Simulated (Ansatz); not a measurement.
For Pt3Cd (Pm-3m), PBEsol, DFPT electron-phonon coupling, linearised Boltzmann equation (Ansatz, a program for electronic structure) gives a transport coupling λ_tr = 0.409 and a Drude plasma energy ħω_p = 6.48 eV.

Problem. Estimate the resistivity at 300 K from the high-temperature formula ρ = 2π λ_tr k_B T / (ħ ε₀ ω_p²), and say how the full Boltzmann solution compares.

Solution. The scattering rate is 1/τ = 2π λ_tr k_B T/ħ = 1.01e14 s⁻¹ and ω_p = 9.84e15 s⁻¹, so ρ ≈ 11.8 μΩ·cm. The Boltzmann solution gives 11.0 μΩ·cm, 0.94 times the estimate.

A metal at this level (no band gap). Only scattering by harmonic phonons is included (no impurities, grain boundaries, electron-electron scattering or thermal expansion). Spin-orbit coupling is left out, which matters with elements this heavy. The run warned that the eigensolver left some states short of its tolerance. Halving the electron mesh (20x20x20) moves the resistivity by up to 5 % at 300 K, the coupling by up to 5 %. Smearing 0.20 eV; phonons on a 4x4x4 q mesh, which this run doesn't test.

Computed structure with no diffraction record at hand here (it may be known, metastable or hypothetical): Pt3Cd (Pm-3m).
